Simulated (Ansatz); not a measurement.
Consider Hf in the hcp (Mg type) structure (space group P6_3/mmc, No. 194; a = 3.1581 Å, c = 5.0045 Å; relaxed with 0.1 eV smearing). Axes: x lies along a and z along c of the hexagonal cell.

Method: Ansatz (a program for electronic structure) PBEsol, scalar-relativistic without spin-orbit coupling.

Base values:

| Quantity | Result |
|---|---|
| Shortest interatomic distance | 3.096 Å |
| Band gap | zero |

It is then changed as follows: uniaxial strain ε_zz = +0.50 %, all other strain components held at zero; the atoms relax in the strained cell.

Task: What happens to the stress?

Result: The stress (xx, yy, zz, yz, xz, xy; compression positive) is (-0.4, -0.4, -1.0, 0.0, 0.0, 0.0) GPa.

Task: Estimate the effect on the energy relative to the base.

Result: The energy increases by 0.3 meV/atom.

Task: What happens to the shortest interatomic distance?

Result: The shortest interatomic distance rises by 0.010 Å to 3.106 Å.

Task: How does this affect the band gap?

Result: The band gap is still zero.

Whether these cells are dynamically stable was not tested. All final runs are without spin polarisation.
